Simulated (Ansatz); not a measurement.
Consider CsPbBr3 in the cubic perovskite structure (space group Pm-3m, No. 221; a = 5.8721 Å). Axes: x, y, z lie along the cube axes.

The values are results of PBEsol, PAW, 420 eV (Ansatz, a program for electronic structure; no SOC), not measurements.

For the base:

```
Property     Value
--------  --------
Band gap   1.43 eV
Pressure  0.00 GPa
```

The change: biaxial strain −3.00 %, plane normal [001], relaxed out of plane (Cartesian); in-plane vectors clamped, the third vector and the atoms free.

### Question
How does this affect the energy relative to the base?

### Answer
The energy goes up by 15 meV/atom.

### Question
What does the calculation give for the ratio −ε⊥/ε∥ after the change?

### Answer
The ratio −ε⊥/ε∥ comes out as 0.26.

### Question
What does the calculation give for the band gap after the change?

### Answer
The band gap drops by 0.45 eV, from 1.43 eV to 0.98 eV.

### Question
Estimate the effect on the pressure.

### Answer
The pressure (mean of the normal stresses, compression positive) goes from zero to 1.39 GPa.

With Pb present, leaving out spin-orbit coupling can change the band edges. Stability against distortions was not tested. Many cubic perovskites are stable only at high temperature; tilts and polar distortions were not tested. This is not the structure that CsPbBr3 has at room temperature and ambient pressure.
